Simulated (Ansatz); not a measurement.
## Hypothetical zinc blende BiP, pressure series

The reference is BiP in the zinc blende structure (space group F-43m, No. 216; a hypothetical phase, not in the database extracts checked).

```
CELL_PARAMETERS angstrom
      0.00000     3.25029     3.25029
      3.25029     0.00000     3.25029
      3.25029     3.25029     0.00000
ATOMIC_POSITIONS crystal
  P  0.75000 0.75000 0.75000
  Bi 0.00000 0.00000 0.00000
```

Cell and atoms are relaxed at each pressure.

Levels (all Ansatz, a quantum-chemistry and plane-wave program, PAW): PBE (420 eV, without spin-orbit coupling); r2SCAN (500 eV, without spin-orbit coupling).

The base cell above is that of PBE; each level relaxes its own structures.

```json
[
 {"case": "pressure −2 GPa", "shortest interatomic distance, PBE": "2.865 Å", "shortest interatomic distance, r2SCAN": "2.846 Å"},
 {"case": "pressure −1 GPa", "shortest interatomic distance, PBE": "2.839 Å", "shortest interatomic distance, r2SCAN": "2.822 Å"},
 {"case": "pressure 0.9 GPa", "shortest interatomic distance, PBE": "2.796 Å", "shortest interatomic distance, r2SCAN": "2.782 Å"},
 {"case": "pressure 4.5 GPa", "shortest interatomic distance, PBE": "2.733 Å", "shortest interatomic distance, r2SCAN": "2.723 Å"},
 {"case": "pressure 9 GPa", "shortest interatomic distance, PBE": "2.672 Å", "shortest interatomic distance, r2SCAN": "2.665 Å"},
 {"case": "pressure 15 GPa", "shortest interatomic distance, PBE": "2.610 Å", "shortest interatomic distance, r2SCAN": "2.606 Å"},
 {"case": "pressure 22.5 GPa", "shortest interatomic distance, PBE": "2.549 Å", "shortest interatomic distance, r2SCAN": "2.547 Å"},
 {"case": "pressure 30 GPa", "shortest interatomic distance, PBE": "2.501 Å", "shortest interatomic distance, r2SCAN": "2.500 Å"}
]
```

The two levels differ by at most about 0.020 Å. They put the cases in the same order.

Load acts through the strain it causes; cell and atoms are relaxed under it. Whether these cells are dynamically stable was not tested. No other phases were tried under pressure. The final runs are not spin-polarised.
